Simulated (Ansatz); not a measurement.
Pressure series in hypothetical P4/mmm W2N

Consider W2N (space group P4/mmm, No. 123; a hypothetical phase, not in the database extracts checked).

```yaml
crystal:
  lattice:
    - [2.96344, 0.00000, 0.00000]
    - [0.00000, 2.96344, 0.00000]
    - [0.00000, 0.00000, 4.16019]
  atoms:
    - { symbol: W, position: [0.00000, 0.00000, 0.00000] }
    - { symbol: W, position: [0.50000, 0.50000, 0.50000] }
    - { symbol: N, position: [0.50000, 0.50000, 0.00000] }
```

Cell and atoms are relaxed at each pressure.

Level of theory: PBE-D3(BJ) (Ansatz, an electronic-structure program), no spin-orbit coupling.

```
pressure (GPa)  volume per atom (Å³/atom)
--------------  -------------------------
-2                                 12.247
-1                                 12.212
0                                  12.178
0.3                                     ?
1.5                                12.128
3                                  12.078
5                                  12.014
7.5                                11.937
10                                 11.862
```

Problem. Fit the third-order Birch–Murnaghan form P(V) = (3B₀/2)[(V₀/V)^(7/3) − (V₀/V)^(5/3)]·[1 + (3/4)(B₀′ − 4)((V₀/V)^(2/3) − 1)] (squares taken in P) to the rows shown and predict the withheld row.

Solution. Least squares on the printed values gives V₀ = 12.178 Å³/atom, B₀ = 358 GPa, B₀′ = 4.6; this predicts 12.168 Å³/atom, and the run gives 12.168 Å³/atom, in agreement.

Load acts through the strain it causes; cell and atoms are relaxed under it. Whether these cells are dynamically stable was not tested. No other phases were tried under pressure. The base started in P4/nmm and relaxed to P4/mmm at this level. The final runs are not spin-polarised. An odd electron count without spin: W2N. The program warned that a D3 coordination switch lies within reach, so dispersion energies are less smooth here.
